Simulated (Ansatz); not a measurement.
Consider NaCl in the rock salt structure (space group Fm-3m, No. 225; a = 5.608 Å). Axes: x, y, z lie along the cube axes.

Calculations: r2SCAN/PAW in Ansatz (a quantum-chemistry and plane-wave program), scalar-relativistic without spin-orbit coupling.

For the base:

The electron mass is 0.40 mₑ (at Γ) and the gap character comes out as direct at Γ.

Now apply this change: the symmetric strain tensor [-0.0118 -0.0026 0.0038; -0.0026 0.0118 -0.0107; 0.0038 -0.0107 0.0023], atoms relaxed at fixed cell.

Predict the new energy relative to the base.

The energy grows by 1.4 meV/atom.

What happens to the electron mass?

The electron mass remains 0.40 mₑ (at Γ).

What does the calculation give for the stress after the change?

The stress (xx, yy, zz, yz, xz, xy; compression positive) comes out as (0.58, -0.53, -0.12, 0.28, -0.11, 0.08) GPa.

Predict the new gap character.

The gap character stays direct at Γ.

Effective masses come from finite differences of ±0.01 Å⁻¹. No phonon test of stability was made. Labels are those of the standard path for the cell's own space group.
